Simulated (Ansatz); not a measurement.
La2O3, response to strain

Consider La$_{2}$O$_{3}$ (space group P-3m1, No. 164; a = 3.906 Å, c = 6.040 Å). Axes: x lies along a and z along c of the hexagonal cell.

Strains are applied to the cell and any free atomic positions relax; under biaxial strain the out-of-plane vector relaxes too.

The values are results of PBEsol (Ansatz, a quantum-chemistry and plane-wave program), no SOC, not measurements.

Notes on the quantities. pressure: mean of the normal stresses, compression positive.

```tsv
case	smallest direct gap	width of the top valence band	pressure	gap character	band gap
base	3.86 eV	0.41 eV	0.00 GPa	indirect, L → K	3.77 eV
biaxial strain −3.39 %, plane normal [001], relaxed out of plane	3.82 eV	0.64 eV	6.07 GPa	indirect, K → M	3.59 eV
uniaxial strain ε_zz = +2.17 %	3.86 eV	0.40 eV	-2.11 GPa	indirect, H–A (29 % along) → M	3.78 eV
uniaxial strain ε_zz = +4.61 %	3.85 eV	0.39 eV	-4.24 GPa	indirect, H–A (29 % along) → M	3.78 eV
```

Semilocal Kohn–Sham gaps tend to fall short of experiment. Whether these cells are dynamically stable was not tested.
